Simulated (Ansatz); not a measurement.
# GaP: holes 5.0×10^20 cm⁻³

The reference is GaP in the zinc blende structure (space group F-43m, No. 216; a = 5.438 Å).

One thing is altered: hole doping at 5.0×10^20 cm⁻³ (0.0201 per cell), with a uniform compensating background at fixed cell and a 300 K Fermi–Dirac width.

All numbers come from PBEsol (Ansatz, a quantum-chemistry and plane-wave program; PAW; 420 eV plane waves; spin-orbit coupling left out). k-mesh 24×24×24 (Γ-centred); smearing 0.0259 eV (Fermi–Dirac).

```tsv
quantity	base	changed	shift
gap between the host's bands	1.45 eV	1.47 eV	+0.02 eV
gap character	indirect, Γ → Γ–X (87 % along)	indirect, Γ → Γ–X (87 % along)	–
valley order (the lowest conduction-band minima on the path, energy above the VBM, named in the base's zone)	a point along ⟨100⟩, about 1.0 Å⁻¹ from Γ 1.45 eV; L along ⟨111⟩ 1.60 eV; Γ 1.80 eV	a point along ⟨100⟩, about 1.0 Å⁻¹ from Γ 1.47 eV; L along ⟨111⟩ 1.61 eV; Γ 1.80 eV	–
Fermi level relative to the doped band's edge (positive inside the band; to 0.05 eV)	–	+0.15 eV	–
```

Charged cell with a jellium background: band edges are those of the host's band count, energies are not comparable with the neutral cell, and many-body gap narrowing is missing. Stability against distortions was not tested.
